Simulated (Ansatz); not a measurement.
Functionals compared on the (321) surface of bcc V in its 1x1 cell, outermost plane spacing 0.80 Å in the ideal cut, in Ansatz (plane waves, PAW). The structure was relaxed with PBE; the other rows are single points on it, each with its references at the same level. Cutoff 420 eV (500 eV for r2SCAN).

Model: 14-atom slab, 10.4 Å thick at the start (thin: gaps and levels are the slab's own), 14x6x1 mesh, Fermi-Dirac 0.1 eV, dipole correction, all atoms relaxed; start symmetry kept, larger cells not searched; no spin, no spin-orbit, no U. These notes are the PBE run's.

```json
[
 {"functional": "PBE", "surface energy (J/m²)": "2.66", "work function of the top face (eV)": "4.15", "rough cost of the single point": "–"},
 {"functional": "LDA", "surface energy (J/m²)": "2.99", "work function of the top face (eV)": "4.40", "rough cost of the single point": "about 3 core-minutes (a rough figure)"},
 {"functional": "PBEsol", "surface energy (J/m²)": "2.92", "work function of the top face (eV)": "4.23", "rough cost of the single point": "about 3 core-minutes (a rough figure)"},
 {"functional": "RPBE", "surface energy (J/m²)": "2.49", "work function of the top face (eV)": "4.02", "rough cost of the single point": "about 3 core-minutes (a rough figure)"},
 {"functional": "r2SCAN", "surface energy (J/m²)": "2.89", "work function of the top face (eV)": "4.19", "rough cost of the single point": "about 6 core-minutes (a rough figure)"}
]
```

Ansatz is a quantum-chemistry and plane-wave program.
